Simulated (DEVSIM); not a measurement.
System: abrupt Ge p-n junction, at 300 K.

Layer 1 from the left is Ge, thickness (μm) 2.70, Na (cm⁻³) 7.3e16, τn (s) 2.1e-6, τp (s) 2.1e-6. Layer 2 from the left is Ge, thickness (μm) 6.50, Nd (cm⁻³) 1.6e15, τn (s) 2.1e-6, τp (s) 2.1e-6.

Left contact: ohmic. Right contact: ohmic. Voltage is applied to the left contact. Recombination: SRH at mid-gap, radiative. Mobility is constant in doping.

Constants are typed, rounded textbook-type inputs, not results; the design itself was drawn at random and stands for no fabricated device. Values at 300 K.

Ge: gap (eV) 0.664, affinity (eV) 4, permittivity 16, Nc (cm⁻³) 1.04e19, Nv (cm⁻³) 6e18, μn (cm²/Vs) 3900, μp (cm²/Vs) 1900, B (cm³/s) 6.4e-14.

Model (solved in DEVSIM): 1D drift-diffusion, Boltzmann statistics, complete ionisation; no tunnelling, impact ionisation, image-force lowering or self-heating.

Problem. What does the simulation give for the largest field in the device at zero bias, the dark forward voltage at 1 A/cm², the potential step across the device at zero bias, the dark forward voltage at 100 A/cm²?

Solution. largest field in the device at zero bias 15000 V/cm; dark forward voltage at 1 A/cm² 0.145 V; potential step across the device at zero bias 0.323 V; dark forward voltage at 100 A/cm² 0.289 V.
